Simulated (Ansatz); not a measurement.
Amorphous Zr20O43Ga2, 65 atoms at 5.42 g/cm³, one PBE-relaxed geometry, zone centre. Methods: PBE, scalar-relativistic without spin-orbit coupling (Ansatz, a program for electronic structure); r2SCAN, scalar-relativistic without spin-orbit coupling (Ansatz); HSE06, scalar-relativistic without spin-orbit coupling (Ansatz). Plane waves to 420 eV (r2SCAN 500 eV); exact exchange is cut at the cell's faces. At PBE the levels at the filled edge of the gap are localised (band-tail or defect states). All rungs ran without spin polarisation.

A CHGNet melt-quench gave the starting glass, which DFT then relaxed. O atoms were pushed apart under 1.9 Å during the dynamics, to hinder bonds among them. The hot cell started wider than the set density and was brought back towards it in steps. It is the lowest in DFT energy of 2 quenches. It is a model cell: composition and starting density were chosen by hand, and all elements were melted together. No dispersion term was used. Its density started from a set value of 5.29 and ended at 5.42 g/cm³. The quench (nominally 450 K/ps over its main leg) was far faster than any real one, so the model tends to hold more defects than a real film. Values belong to this one cell and scatter from quench to quench. Volume and shape were free in the relaxation. On a 2×2×2 Γ-centred mesh force components of up to 0.12 eV/Å stay, since the relaxation ran on the zone centre alone.

The relaxation ran on the zone centre alone. At PBE the level gap is 3.60 eV on a 2×2×2 Γ-centred mesh, and the spacing at the zone centre alone 3.73 eV.

What zone-centre spacing does r2SCAN give, roughly?

4.20 eV (+0.47 eV against PBE).

What zone-centre spacing does HSE06 give, roughly?

5.31 eV (+1.59 eV against PBE).

The highest filled and the lowest empty state spread over these numbers of atoms (participation numbers): PBE: 11.3 and 24.3; r2SCAN: 11.0 and 22.2; HSE06: 11.5 and 23.9.
